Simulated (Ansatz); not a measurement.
For Ga2O3 (model structure, started from the stibnite type, Pnma, No. 62, 20 atoms in the cell), PBEsol in Ansatz (plane waves, PAW) gives:

| Item | Result |
|---|---|
| cohesive energy | 4.89 eV/atom |
| band gap | 1.75 eV |

What does r²SCAN (Ansatz, an electronic-structure program, plane waves, PAW) give for the same quantities?


- cohesive energy: 4.58 eV/atom (falls by 0.31 eV/atom)
- band gap: 2.22 eV (grows by 0.47 eV)

Changes are worked out from the printed values.

Unless a cell is named, each level is at its own relaxed cell (PBEsol 12.38, r²SCAN 11.79 Å³/atom).

Spin–orbit coupling is included only where a level's name says +SOC; with heavier elements it mostly lowers gaps and can invert bands. Density-functional gaps are differences of (generalised) Kohn–Sham levels.

Ansatz's density-functional and Hartree–Fock values are scalar-relativistic unless marked +SOC, with PAW data made under PBE.

A model structure was made by putting elements into a prototype or built by hand; it is no filed structure, need not be a known phase, and can be a saddle point held by its symmetry.
